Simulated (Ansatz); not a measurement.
RhPb (model structure, started from the CsCl type, Pm-3m, No. 221, 2 atoms in the cell), treated with r²SCAN (Ansatz, a quantum-chemistry and plane-wave program, PAW).

Input:

Ansatz 0.2 input:
```yaml
crystal:
  lattice:
    - [3.3676592419, 0.0, 0.0]
    - [0.0, 3.3676592419, 0.0]
    - [0.0, 0.0, 3.3676592419]
  atoms:
    - { symbol: Pb, position: [0.0, 0.0, 0.0] }
    - { symbol: Rh, position: [0.5, 0.5, 0.5] }
basis:
  ecutwfc: 560
  ecutrho_ratio: 4
  xc_grid: 3
kpoints:
  mp_grid: { grid: [16, 16, 16] }
hamiltonian:
  xc: r2scan
  dispersion: none
  pseudopotentials: { kind: paw }
scf:
  occupations: { method: fermi_dirac, width: 0.05 }
output:
  forces: true
  stress: true
  eigenvalues: true
relax:
  f_tol: 0.004
  escape_saddle: false
  max_steps: 80
```

Output (set-up and result lines):

```
WARN output.stress: scf.convergence.dr2_threshold = 1e-7 eV (the SCF's general default) is looser than the 2e-10 eV advised for a printed stress (1e-10 eV for …
Relaxation: its limit of steps is 80 (relax.max_steps)
Crystal: 2 atoms, lattice volume = 38.193 Å³
Basis set: ecut = 560 eV, 1189 PW (Γ), exchange–correlation on 81×81×81 points (27 copies of the dense FFT grid, shifted against one another)
Bands: 20, of which v1, the nominal top of the filled ones, is band 16 counted from 1 (15 counted from 0)
Symmetry: 48 space group operations
Space group: Pm-3m (ITA 221), of the structure as read, at distance tolerance 3.4e-5 Å
k-points: 165 of 4096
Functional: x = r2scan, c = r2scan; τ floored in thin density (d = 2e-4 eV/Å³)
SCF iter   1: F=—  HF=-18335.942600 eV  |F-HF|=—  |Δ(HF+E_count)|=         —  Δρ=1.25e-2  dr2=5.55e-2  dr2_τ=1.08e-2
SCF iter   2: F=—  HF=-18335.952945 eV  |F-HF|=—  |Δ(HF+E_count)|=   1.03e-2  Δρ=6.20e-3  dr2=6.87e-3  dr2_τ=1.42e-3
  ...
SCF 1 converged in 8 iterations: F = -18335.952647 eV  dr2 = 8.54e-9
relax step   1: F+E_penalty+E_count = -18335.95264660 eV  Δ(F+E_penalty+E_count) = +0.000e0 eV  max|allowed force component| = 7.547e-29 eV/Å  Δτ_max = 0.0000 Å  (8 SCF iters, accepted)
Crystal: 2 atoms, lattice volume = 38.193 Å³
Initial density: handed on by an earlier stage of this run
SCF iter   1: F=—  HF=-18335.952647 eV  |F-HF|=—  |Δ(HF+E_count)|=         —  Δρ=4.38e-6  dr2=8.53e-9  dr2_τ=2.26e-10
SCF iter   2: F=-18335.952647 eV  HF=-18335.952647 eV  |F-HF|=1.37e-8  |Δ(HF+E_count)|=   2.43e-9  Δρ=5.41e-6  dr2=1.61e-8  dr2_τ=1.30e-9
SCF 2 converged in 2 iterations: F = -18335.952647 eV  dr2 = 1.61e-8
SCF converged after 2 iterations
Free energy (F): -18335.952647 eV
Internal energy: -18335.934883 eV  (E = F + TS)
E sigma→0 (E₀):  -18335.943765 eV
Fermi energy:    16.888064 eV
--- Forces (eV/Å), atoms counted from 1 ---
  atom   1  Pb    -0.00000000     0.00000000    -0.00000000
  atom   2  Rh     0.00000000     0.00000000    -0.00000000
--- Stress (GPa, compression-positive) ---
       -2.407316      -0.000000       0.000000
        0.000000      -2.407316       0.000000
        0.000000       0.000000      -2.407316
  P = ⅓ Tr σ = -2.4073 GPa (-24.073 kbar)
```

The cell is one volume of an energy–volume scan, off the minimum.

The PAW data were made under PBE.

Note: the run has no spin polarisation, so it can have missed a magnetic state. Note: the relaxation could raise the start's symmetry but not lower it, so the cell can be a saddle point.

Computing time: very roughly 23 core-seconds.

A model structure was made by putting elements into a prototype or built by hand; it is no filed structure, need not be a known phase, and can be a saddle point held by its symmetry.
